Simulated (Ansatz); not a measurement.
**InP (model structure, started from the beta GaS type, P6₃/mmc, No. 194, 8 atoms in the cell): c axis length by level of theory**

No measured value is used here.

```tsv
level (code)	value (Å)
PBE (Ansatz)	15.684
PBEsol (Ansatz)	13.674
PBE-D3(BJ) (Ansatz)	?
```

**Question.** What belongs in the gaps?

**Answer.** 
- PBE-D3(BJ) (Ansatz, a program for electronic structure), value (Å): 13.433

Ansatz's density-functional and Hartree–Fock values are scalar-relativistic unless marked +SOC, with PAW data made under PBE.

A model structure was made by putting elements into a prototype or built by hand; it is no filed structure, need not be a known phase, and can be a saddle point held by its symmetry.
